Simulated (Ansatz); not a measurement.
**WS2: element substitutions**

The parent structure is WS₂ in the 2H-MoS2 type structure (space group P6_3/mmc, No. 194; a = 3.115 Å, c = 11.773 Å; layered, stacked along the Cartesian z axis).

Each row replaces one element on all its sites; cell and atoms are relaxed.

The values are results of PBEsol-D3(BJ)/PAW in Ansatz (a quantum-chemistry and plane-wave program), without spin-orbit coupling, earlier PAW set, not measurements.

```tsv
change	volume per atom	band gap	c/a ratio
base	16.49 Å³	0.66 eV	3.780
W → Re	15.48 Å³	zero	3.881
W → Mo	…	…	…
S → Cl	16.74 Å³	zero	4.385
```

Q: Some entries are withheld; estimate them.

A: 
- W → Mo, volume per atom: 16.34 Å³
- W → Mo, band gap: 0.52 eV
- W → Mo, c/a ratio: 3.766

With W present, leaving out spin-orbit coupling can change the band edges. Stability against distortions was not tested. As relaxed here, ReS2 and WCl2 are hypothetical phases, not in the database extracts checked. No Hubbard U is applied, and correlation can decide whether such a compound is a metal. The final runs are not spin-polarised. ReS2 and WCl2 have a high density of states at the Fermi level and may be magnetic at this level.
